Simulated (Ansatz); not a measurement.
Input and output of a self-consistent single point for VH2 (I4mm, 3 atoms in the cell) (Ansatz, an electronic-structure program).

Method of the run: PBEsol, default PAW files made with PBE (plane waves; Ansatz).

The change in words: lattice scaled by 0.98; kpoints.mp_grid.grid: 13 13 13 → 15 15 15; scf.occupations.width: 0.1 eV → 0.05 eV. Reference geometry:
```
CELL_PARAMETERS angstrom
      0.00000     2.10387     2.10387
      2.10387     0.00000     2.10387
      2.10387     2.10387     0.00000
ATOMIC_POSITIONS crystal
  V  0.01188 0.01188 0.98812
  H  0.75000 0.75000 0.75000
  H  0.25000 0.25000 0.25000
```

Reference input (self-consistent single point, DFT, PBEsol, plane waves, default PAW files made with PBE): basis.ecutwfc = 420 eV; kpoints.mp_grid.grid = 13 13 13; hamiltonian.xc = pbesol; hamiltonian.pseudopotentials = {kind: paw} (the program's default PAW files); scf.occupations.method = gaussian; scf.occupations.width = 0.1 eV. This run's input differs from it in these lines:

Ansatz 0.2 input:
```diff
@@ -2,9 +2,9 @@
   lattice:
-    - [0.000000, 2.103873, 2.103873]
-    - [2.103873, 0.000000, 2.103873]
-    - [2.103873, 2.103873, 0.000000]
+    - [0.000000, 2.061796, 2.061796]
+    - [2.061796, 0.000000, 2.061796]
+    - [2.061796, 2.061796, 0.000000]
   atoms:
-    - { symbol: V, position_ang: [0.000000, 0.000000, 0.050001] }
-    - { symbol: H, position_ang: [3.155810, 3.155810, 3.155810] }
-    - { symbol: H, position_ang: [1.051937, 1.051937, 1.051937] }
+    - { symbol: V, position_ang: [-0.000000, -0.000000, 0.049001] }
+    - { symbol: H, position_ang: [3.092694, 3.092694, 3.092694] }
+    - { symbol: H, position_ang: [1.030898, 1.030898, 1.030898] }
 basis:
@@ -13,3 +13,3 @@
   mp_grid:
-    grid: [13, 13, 13]
+    grid: [15, 15, 15]
 hamiltonian:
@@ -21,3 +21,3 @@
     method: gaussian
-    width: 0.1
+    width: 0.05
 output:
```

Output (repeated stretches shortened):

```
SCF iter   1: F=—  HF=-2917.423901 eV  |F-HF|=—  |Δ(HF+E_count)|=         —  Δρ=1.10e-2  dr2=8.33e-3  ethr=1.77e-3  ⟨swp⟩=3.9  Hψ=16447  notcnv=0
all-band conjugate gradients solve this SCF's bands
preconditioner: auto → none
SCF iter   2: F=—  HF=-2917.422582 eV  |F-HF|=—  |Δ(HF+E_count)|=   1.32e-3  Δρ=6.57e-3  dr2=3.67e-3  ethr=5.55e-5  ⟨swp⟩=2.0  Hψ=6665  notcnv=0  defer=15
   [... lines left out ...]
SCF iter   4: F=—  HF=-2917.421664 eV  |F-HF|=—  |Δ(HF+E_count)|=   2.02e-5  Δρ=1.43e-4  dr2=1.51e-6  ethr=3.34e-7  ⟨swp⟩=2.0  Hψ=5509  notcnv=0  defer=15
iter 5 did not close the SCF: its close was put off for the readings that it lacked (scf_convergence_deferred on its scf_iter line)
SCF iter   5: F=-2917.421664 eV  HF=-2917.421664 eV  |F-HF|=8.64e-9  |Δ(HF+E_count)|=   4.23e-7  Δρ=2.11e-5  dr2=3.80e-8  ethr=1.01e-8  ⟨swp⟩=2.4  Hψ=4284  notcnv=0  defer=15
SCF iter   6: F=-2917.421664 eV  HF=-2917.421664 eV  |F-HF|=2.92e-10  |Δ(HF+E_count)|=   7.60e-9  Δρ=2.05e-6  dr2=3.63e-10  ethr=2.53e-10  ⟨swp⟩=2.9  Hψ=12532  notcnv=0
SCF 1 converged in 6 iterations: F = -2917.421664 eV  dr2 = 3.63e-10
Free energy (F): -2917.421664 eV
Internal energy: -2917.419770 eV  (E = F + TS)
E sigma→0 (E₀):  -2917.420717 eV
Entropy (-TS):   -0.001894 eV (-0.631 meV/atom)
Fermi energy:    14.664172 eV
--- Forces (eV/Å), atoms counted from 1 ---
  atom   1  V      0.00000000     0.00000000    -0.55061122
  atom   2  H      0.00000000     0.00000000     0.27530663
  atom   3  H      0.00000000     0.00000000     0.27530663
--- Stress (GPa, compression-positive) ---
        6.255519       0.000000       0.000000
        0.000000       6.255519       0.000000
        0.000000       0.000000       5.872881
  P = ⅓ Tr σ = 6.1280 GPa (61.280 kbar)
  The stress holds the Pulay correction. Without it, at fixed plane waves, as pw.x and ABINIT print it: P = 5.7982 GPa
```

The run converged in 6 iterations. Against the reference run the free energy is nearly the same (within 1 meV/atom), the pressure goes from -5.33 to 6.13 GPa and the largest force goes from 0.477 to 0.551 eV/Å.

The starting cell comes from a database of computed structures (which also holds hypothetical and non-ambient phases and stackings), without a prior relaxation at this level. Its lattice was rescaled by up to half a per cent. One atom was moved a little off its site on purpose. For this run, on top of that: lattice scaled by 0.98. Spin polarisation is off. With a pressure of about 6 GPa the cell is away from its equilibrium volume at this level. Ansatz's pressure includes its estimate of the finite-basis (Pulay) stress.
